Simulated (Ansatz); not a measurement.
Start from ZnS in the zinc blende structure (space group F-43m, No. 216; a = 5.3891 Å).

The values are results of Kohn–Sham DFT with the r2SCAN functional, run in Ansatz (a quantum-chemistry and plane-wave program) with PAW and 500 eV plane waves, scalar-relativistic without spin-orbit coupling, not measurements.

One change was made to it. Results:

The electron mass goes from 0.19 mₑ (at Γ) to 0.20 mₑ (at Γ); the band gap grows by 0.24 eV (2.70 eV → 2.94 eV); the shortest interatomic distance falls by 0.0394 Å (2.334 Å → 2.294 Å).

Name the change that was made.
(A) pressure 15 GPa
(B) pressure 4.5 GPa
(C) pressure −1 GPa

B, pressure 4.5 GPa. For comparison, the band gap in the other runs: pressure 15 GPa gives 3.35 eV; pressure −1 GPa gives 2.64 eV.

Load acts through the strain it causes; cell and atoms are relaxed under it. Effective masses come from finite differences of ±0.01 Å⁻¹. Whether these cells are dynamically stable was not tested. Measured, ZnS leaves this structure (for rock salt) near 14.7 GPa (temperature not stated; as listed in Datta, Sujoy, Jana, Debnarayan, arXiv (2020)), on rising pressure, with hysteresis.
